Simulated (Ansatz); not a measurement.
**PtGe: point defects**

Consider a 16-atom supercell of PtGe (space group Pnma, No. 62; a = 5.8187 Å, b = 3.7571 Å, c = 6.1752 Å) at its relaxed geometry.

One neutral defect a cell, atoms relaxed at fixed cell.

The values are results of plane-wave PAW DFT at the PBE level (Ansatz, a quantum-chemistry and plane-wave program, 420 eV), no SOC, not measurements.

| case | pressure | largest displacement of a host atom from its site in the perfect cell |
|---|---|---|
| perfect supercell | 0.1 GPa | – |
| As on a Pt site | 4.6 GPa | 0.22 Å |
| Ge vacancy | [?] | [?] |
| Pt vacancy, symmetric start | -3.5 GPa | 0.17 Å |
| Pt on a Ge site (antisite), symmetric start | 0.1 GPa | 0.25 Å |

**Question.** Some entries are withheld; estimate them.

**Answer.** 
- Ge vacancy, pressure: -4.4 GPa
- Ge vacancy, largest displacement of a host atom from its site in the perfect cell: 0.08 Å

In so small a cell the defect repeats every few ångströms: this is an ordered compound, not a dilute defect. Defects with a symmetric start kept the site's symmetry and may sit on a saddle; the others started slightly shaken. The final runs are not spin-polarised.
